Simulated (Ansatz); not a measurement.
A set of cells, compared by their density of states at the Fermi level.

Cell A: TiC (rock salt, Fm-3m), 2 atoms in the cell; spin state with PBE: run without spin, k-point mesh 14×14×14 on the run's own vectors.
```
TiC
1.0
    0.00000     2.16627     2.16627
    2.16627     0.00000     2.16627
    2.16627     2.16627     0.00000
Ti C
1 1
Direct
  0.00000   0.00000   0.00000
  0.50000   0.50000   0.50000
```

Cell B: TaC (rock salt, Fm-3m), 2 atoms in the cell, k-point mesh 14×14×14 on the run's own vectors.
TaC is modelled in the cubic space group Fm-3m (No. 225), the rock salt structure, Pearson symbol cF8. Conventional cell: a = 4.4757 Å, b = 4.4757 Å, c = 4.4757 Å, α = 90.00°, β = 90.00°, γ = 90.00°. Ta on 4a sees 6 C at 2.238 Å and 12 Ta at 3.165 Å. C on 4b sees 6 Ta at 2.238 Å (octahedral). (Neighbours: up to the widest gap in distance over summed covalent radii, below 1.35, at either atom; cation-cation and far metal-metal contacts left out.)
(The calculation used a cell of 2 atoms; values per cell refer to that cell.)

Plane-wave PAW calculations with Ansatz (a first-principles code), its PAW set soft_1, cutoff 420 eV. The structures are at rest with PBE. Neutral cells; Fermi-Dirac smearing of at most 0.05 eV in the solids, energies taken to zero width. The runs are scalar-relativistic, without spin-orbit coupling. A dispersion term ran beside these levels; it doesn't touch the electrons. Both spins, broadened by a Gaussian of 0.2 eV on the run's mesh.

### Question
Predict the density of states at the Fermi level (states/eV per atom) of each cell with PBE.

### Answer
```csv
cell,PBE
A,0.15
B,0.37
```

With PBE the value of B exceeds that of A by 0.22 states/eV per atom.
